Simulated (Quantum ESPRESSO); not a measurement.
# Converging the k-point mesh: Mg (P-3m1, 2 atoms in the cell)

```xyz
2
Lattice="3.2004 0.0000 0.0000 -1.6002 2.7716 0.0000 0.0000 0.0000 5.1944" Properties=species:S:1:pos:R:3 pbc="T T T"
Mg     0.0000     1.8477     1.3486
Mg     1.6002     0.9239     3.8958
```

Method: LDA (PZ), GBRV 1.5 ultrasoft (LDA) pseudopotentials (plane waves; Quantum ESPRESSO).

Base settings: ecutwfc = 40 Ry; ecutrho = 200 Ry; occupations = smearing; smearing = fd; degauss = 0.0073499 Ry; potentials = {Mg: mg_lda_v1.4.uspp.F.UPF}; K_POINTS = automatic 8 8 5 0 0 0; conv_thr = 1e-11 Ry; mixing_beta = 0.7.

Only quantities that move along the ladder and can be compared are tabulated.

The count of work is k-points × plane waves × bands × iterations; it is no time. Core times come from one kind of shared machine, to one figure; runs under 30 s give none.

The starting cell has typed, rounded lattice constants, without a prior relaxation at this level. Its lattice was rescaled by up to half a per cent. One atom was moved a little off its site on purpose.

Steps (K_POINTS): automatic 2 2 1 0 0 0; automatic 2 2 2 0 0 0; automatic 3 3 2 0 0 0; automatic 4 4 2 0 0 0; automatic 4 4 3 0 0 0; automatic 5 5 3 0 0 0; automatic 6 6 3 0 0 0; automatic 6 6 4 0 0 0; automatic 7 7 4 0 0 0; automatic 8 8 5 0 0 0; automatic 9 9 5 0 0 0; automatic 11 11 6 0 0 0; automatic 14 14 8 0 0 0; automatic 17 17 9 0 0 0; automatic 21 21 11 0 0 0; automatic 23 23 13 0 0 0.

**Question.** What is the coarsest K_POINTS that holds the free energy within 5 meV/atom of the last step, with all finer ones?

**Answer.** automatic 14 14 8 0 0 0, at 0.25 of the last step's count of work; the step before is off by 5.9 meV/atom.

**Question.** What is the coarsest K_POINTS that holds the forces within 0.02 eV/Å of the last step, with all finer ones?

**Answer.** automatic 8 8 5 0 0 0, at 0.061 of the last step's count of work; the step before is off by 0.026 eV/Å.

**Question.** What is the coarsest K_POINTS that holds the pressure within 1 GPa of the last step, with all finer ones?

**Answer.** automatic 3 3 2 0 0 0, at 0.010 of the last step's count of work; the step before is off by 1.2 GPa.

```tsv
K_POINTS	free energy less the last step's (meV/atom)	pressure (GPa)	largest difference of a force vector from the last step's (eV/Å)	count of work / last	core time / last (rough)
automatic 2 2 1 0 0 0	128.79	-1.91	0.062	0.0033	–
automatic 2 2 2 0 0 0	555.02	-0.91	0.180	0.0087	–
automatic 3 3 2 0 0 0	335.88	-1.52	0.038	0.010	–
automatic 4 4 2 0 0 0	-12.46	-2.22	0.044	0.012	–
automatic 4 4 3 0 0 0	-53.12	-2.25	0.014	0.014	–
automatic 5 5 3 0 0 0	-29.97	-2.17	0.026	0.018	–
automatic 6 6 3 0 0 0	44.22	-2.10	0.008	0.026	–
automatic 6 6 4 0 0 0	30.87	-2.16	0.024	0.037	–
automatic 7 7 4 0 0 0	-11.36	-2.01	0.026	0.042	–
automatic 8 8 5 0 0 0	-11.82	-2.18	0.004	0.061	–
automatic 9 9 5 0 0 0	3.03	-2.18	0.004	0.076	–
automatic 11 11 6 0 0 0	-5.92	-2.23	0.002	0.13	–
automatic 14 14 8 0 0 0	-1.49	-2.18	0.001	0.25	–
automatic 17 17 9 0 0 0	-0.38	-2.15	0.000	0.40	0.4
automatic 21 21 11 0 0 0	-0.30	-2.16	0.001	0.72	0.5
automatic 23 23 13 0 0 0	0.00	-2.15	0.000	1.0	1
```

Two neighbours can agree and both be off: automatic 7 7 4 0 0 0 and automatic 8 8 5 0 0 0 differ by 0.46 meV/atom in the free energy, yet lie about 12 meV/atom from the last step.
